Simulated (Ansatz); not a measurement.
System: interstitial Be in zinc-blende AlP (charge state +2). Computed with PBE, PAW (plane waves to 420 eV; Ansatz, a quantum-chemistry and plane-wave program).

Settings: 64 host sites, the relaxed PBE lattice, a 2×2×2 k-point mesh shifted by half a step, smearing 0.01 eV, spin-restricted, no image-charge correction. No zero-point or tunnelling terms. The charge state is imposed; whether it is stable for some Fermi level was not computed. Sites that were not tried may lie lower.

Barriers: single points on a 3×3×3 k-point mesh shifted by half a step at the bands' geometries.

Relaxed starting cell (atoms counted from 1):

```xyz
65
Lattice="11.0165 0.0000 0.0000 0.0000 11.0165 0.0000 0.0000 0.0000 11.0165" Properties=species:S:1:pos:R:3 pbc="T T T"
Al    -0.0105    -0.0073    -0.0010
Al    -0.0282    -0.0281     5.5391
Al    -0.0280     5.5344    -0.0224
Al    -0.0096     5.5148     5.5215
Al     5.5330    -0.0272    -0.0200
Al     5.5136    -0.0092     5.5239
Al     5.5126     5.5154     0.0009
Al     5.5318     5.5306     5.5382
P      1.4206     1.4227     4.0894
P      1.3608     1.3624     9.6345
P      1.3599     6.8961     4.1503
P      1.3817     6.8833     9.6465
P      6.8938     1.3611     4.1531
P      6.8816     1.3831     9.6489
P      6.8788     6.8804     4.1282
P      6.8834     6.8849     9.6446
Al    -0.0974     2.7540     2.7601
Al    -0.0061     2.7541     8.2692
Al    -0.0062     8.2604     2.7583
Al    -0.0104     8.2626     8.2666
Al     5.5991     2.7514     2.7618
Al     5.5095     2.7519     8.2695
Al     5.5090     8.2627     2.7611
Al     5.5118     8.2583     8.2678
P      1.4212     4.0839     1.4274
P      1.3605     4.1431     6.9024
P      1.3599     9.6278     1.3695
P      1.3831     9.6412     6.8890
P      6.8927     4.1430     1.3719
P      6.8792     4.1210     6.8888
P      6.8803     9.6411     1.3898
P      6.8839     9.6353     6.8944
Al     2.7510    -0.0944     2.7588
Al     2.7517    -0.0045     8.2694
Al     2.7507     5.6010     2.7605
Al     2.7515     5.5103     8.2684
Al     8.2589    -0.0033     2.7618
Al     8.2606    -0.0098     8.2690
Al     8.2612     5.5104     2.7594
Al     8.2576     5.5156     8.2671
P      4.0834     1.4219     1.4288
P      4.1421     1.3620     6.9031
P      4.1417     6.8968     1.3712
P      4.1205     6.8791     6.8855
P      9.6239     1.3636     1.3699
P      9.6416     1.3818     6.8892
P      9.6386     6.8815     1.3881
P      9.6357     6.8852     6.8920
Al     2.7528     2.7532    -0.0892
Al     2.7507     2.7520     5.6079
Al     2.7504     8.2618     0.0031
Al     2.7518     8.2614     5.5162
Al     8.2590     2.7553     0.0033
Al     8.2613     2.7510     5.5180
Al     8.2595     8.2627    -0.0040
Al     8.2583     8.2602     5.5218
P      4.0807     4.0819     4.0906
P      4.1439     4.1446     9.6344
P      4.1422     9.6287     4.1503
P      4.1215     9.6412     9.6493
P      9.6253     4.1443     4.1509
P      9.6384     4.1239     9.6477
P      9.6397     9.6405     4.1299
P      9.6369     9.6372     9.6440
Be     2.7518     2.7518     2.7567
```
Cell charge +2.

End state 1 differs by these moves (Å; atoms that move under 0.08 Å are left out):

| atom | element | Δx | Δy | Δz |
|---|---|---|---|---|
| 1 | Al | -0.09 | 0.01 | 0.01 |
| 9 | P | -0.06 | -0.03 | 0.06 |
| 10 | P | 0.06 | -0.03 | 0.06 |
| 17 | Al | 0.09 | 0.01 | 0.01 |
| 21 | Al | -0.07 | 0.03 | 0.03 |
| 25 | P | -0.06 | 0.06 | -0.03 |
| 27 | P | 0.06 | 0.06 | -0.03 |
| 33 | Al | 0.00 | 0.10 | 0.10 |
| 34 | Al | 0.00 | 0.01 | -0.09 |
| 35 | Al | 0.00 | -0.09 | 0.00 |
| 41 | P | 0.00 | -0.09 | -0.09 |
| 49 | Al | 0.00 | 0.10 | 0.10 |
| 50 | Al | 0.00 | 0.01 | -0.09 |
| 51 | Al | 0.00 | -0.09 | 0.01 |
| 65 | Be | 0.00 | -2.75 | -2.75 |

**Question.** What is the computed forward and backward barriers to end state 1 (PBE, PAW)?

**Answer.** forward 1.09 eV, backward 1.09 eV; at the saddle point atom 65 has neighbours Al at 2.28, Al at 2.68, 2 Al at 2.70; P at 2.35, 2 P at 2.36 Å. The check of the saddle point's order was inconclusive, and it lies on a symmetry element of the cell, where a band can be held.
